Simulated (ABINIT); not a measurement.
**Input and output of a self-consistent single point for W (Im-3m, 1 atom in the cell) (ABINIT)**

Method: PBE, PAW (JTH v2.0 PBE PAW) (plane waves; ABINIT).

Input:

```
# W, JTH v2.0 PBE PAW
pp_dirpath "./"
pseudos "W.GGA_PBE-JTH.xml"
acell 3*1.0
rprim
        -2.9212747037    2.9212747037    2.9212747037
         2.9212747037   -2.9212747037    2.9212747037
         2.9212747037    2.9212747037   -2.9212747037
natom 1
ntypat 1
znucl 74
typat 1
xred    0.0000000000    0.0000000000    0.0000000000
ecut 20 Ha
pawecutdg 40 Ha
ixc 11
occopt 3
tsmear 0.00367493
nband 12
kptopt 1
ngkpt 12 12 12
nshiftk 1
shiftk 0 0 0
nstep 80
tolvrs 1.0e-10
prtwf 0
prtden 0
prtvol 1
```

Output (repeated stretches shortened):

```
 Symmetries : space group Im -3 m (#229); Bravais cI (body-center cubic)

 -outvars: echo values of preprocessed input variables --------
            acell      1.0000000000E+00  1.0000000000E+00  1.0000000000E+00 Bohr
             ecut      2.00000000E+01 Hartree
              ixc          11
         kptrlatt       12    0    0      0   12    0      0    0   12
          kptrlen      6.07175545E+01
            natom           1
            nband          12
            ngfft          24      24      24
          ngfftdg          30      30      30
             nkpt          72
            nstep          80
             nsym          48
           ntypat           1
           occopt           3
        pawecutdg      4.00000000E+01 Hartree
            rprim     -2.9212747037E+00  2.9212747037E+00  2.9212747037E+00
                       2.9212747037E+00 -2.9212747037E+00  2.9212747037E+00
                       2.9212747037E+00  2.9212747037E+00 -2.9212747037E+00
          spgroup         229
           tolvrs      1.00000000E-10
           tsmear      3.67493000E-03 Hartree
            typat      1
           useylm           1
            znucl       74.00000

== DATASET  1 ==================================================================

 Exchange-correlation functional for the present dataset will be:
  GGA: Perdew-Burke-Ernzerhof functional - ixc=11
 Citation for XC functional:
  J.P.Perdew, K.Burke, M.Ernzerhof, PRL 77, 3865 (1996)

 Real(R)+Recip(G) space primitive vectors, cartesian coordinates (Bohr,Bohr^-1):
 R(1)= -2.9212747  2.9212747  2.9212747  G(1)=  0.0000000  0.1711582  0.1711582
 R(2)=  2.9212747 -2.9212747  2.9212747  G(2)=  0.1711582  0.0000000  0.1711582
 R(3)=  2.9212747  2.9212747 -2.9212747  G(3)=  0.1711582  0.1711582  0.0000000
 Unit cell volume ucvol=  9.9718833E+01 bohr^3
 Angles (23,13,12)=  1.09471221E+02  1.09471221E+02  1.09471221E+02 degrees

 Coarse grid specifications (used for wave-functions):

 getcut: wavevector=  0.0000  0.0000  0.0000  ngfft=  24  24  24
         ecut(hartree)=     20.000   => boxcut(ratio)=   2.35612

 Fine grid specifications (used for densities):

 getcut: wavevector=  0.0000  0.0000  0.0000  ngfft=  30  30  30
         ecut(hartree)=     40.000   => boxcut(ratio)=   2.08254

   6.59015510E+02                                ecore*ucvol(ha*bohr**3)

 newkpt: prtvol=0 or 1, do not print more k-points.
_setup2: Arith. and geom. avg. npw (full set) are     425.722     425.700

--- !BeginCycle
solver: {iscf: 17, nstep: 80, nline: 4, wfoptalg: 10, }
tolerances: {tolvrs: 1.00E-10, }
...

     iter   Etot(hartree)      deltaE(h)  residm     nres2
 ETOT  1  -66.987304166559    -6.699E+01 1.417E+01 8.301E+00
 ETOT  2  -69.063341988301    -2.076E+00 5.366E-02 9.274E+00
 ETOT  3  -69.038912260645     2.443E-02 1.708E-02 2.812E+00
 ETOT  4  -69.027735159592     1.118E-02 9.929E-03 1.877E-02
 ETOT  5  -69.028604747405    -8.696E-04 1.978E-03 4.676E-02
 ETOT  6  -69.028462798183     1.419E-04 3.768E-04 1.156E-02
   [... 6 lines left out ...]
 ETOT 13  -69.028436240239     7.230E-09 3.213E-04 1.099E-06
 ETOT 14  -69.028436237641     2.598E-09 9.991E-05 5.665E-07
 ETOT 15  -69.028436234084     3.557E-09 1.673E-04 6.425E-09
 ETOT 16  -69.028436234278    -1.933E-10 4.845E-05 1.450E-09
 ETOT 17  -69.028436234305    -2.724E-11 7.796E-05 1.998E-11

 At SCF step   17       nres2   =  2.00E-11 < tolvrs=  1.00E-10 =>converged.

 Cartesian components of stress tensor (hartree/bohr^3)
  sigma(1 1)= -1.08395226E-03  sigma(3 2)=  0.00000000E+00
  sigma(2 2)= -1.08395226E-03  sigma(3 1)=  0.00000000E+00
  sigma(3 3)= -1.08395226E-03  sigma(2 1)=  0.00000000E+00

 ----iterations are completed or convergence reached----

 reduced coordinates (array xred) for    1 atoms
       0.000000000000      0.000000000000      0.000000000000
 cartesian forces (eV/Angstrom) at end:
    1     -0.00000000000000    -0.00000000000000    -0.00000000000000
 frms,max,avg= 0.0000000E+00 0.0000000E+00   0.000E+00  0.000E+00  0.000E+00 e/A
 length scales=  1.000000000000  1.000000000000  1.000000000000 bohr
              =  0.529177208590  0.529177208590  0.529177208590 angstroms
 Fermi (or HOMO) energy (hartree) =   0.39374   Average Vxc (hartree)=  -0.50213
 Eigenvalues (hartree) for nkpt=  72  k points:
 kpt#   1, nband= 12, wtk=  0.00058, kpt=  0.0000  0.0000  0.0000 (reduced coord)
  -2.32918   -0.98553   -0.98553   -0.98553    0.02570    0.34495    0.34495    0.34495
   0.48324    0.48324    0.94581    0.94581
      occupation numbers for kpt#   1
   2.00000    2.00000    2.00000    2.00000    2.00000    2.00000    2.00000    2.00000
   0.00000    0.00000    0.00000    0.00000
 prteigrs : prtvol=0 or 1, do not print more k-points.

--- !EnergyTerms
comment             : Components of total free energy in Hartree
kinetic             :  6.90509650864831E+00
hartree             :  9.50057698969734E+00
xc                  : -7.70764534067312E+00
Ewald energy        : -6.10426807174695E+01
psp_core            :  6.60873671932452E+00
local_psp           : -2.67528899467893E+01
spherical_terms     :  3.46098078077561E+00
internal            : -6.90278250064861E+01
'-kT*entropy'       : -6.16640336927034E-04
total_energy        : -6.90284416468230E+01
total_energy_eV     : -1.87835942290931E+03
...

-Cartesian components of stress tensor (GPa)         [Pressure=  3.1891E+01 GPa]
- sigma(1 1)= -3.18909712E+01  sigma(3 2)=  0.00000000E+00
- sigma(2 2)= -3.18909712E+01  sigma(3 1)=  0.00000000E+00
- sigma(3 3)= -3.18909712E+01  sigma(2 1)=  0.00000000E+00

 Calculation completed.
```

The run converged in 17 iterations.

The starting cell has typed, rounded lattice constants, without a prior relaxation at this level. Its lattice was rescaled by a random factor within 2.5 % of one. Spin polarisation is off. With a pressure of about 32 GPa the cell is away from its equilibrium volume at this level.

These are the values that this program gave, and no reference: the one-centre exchange-correlation terms come from a truncated expansion.

Cost on one core of a shared machine: roughly 30 s.
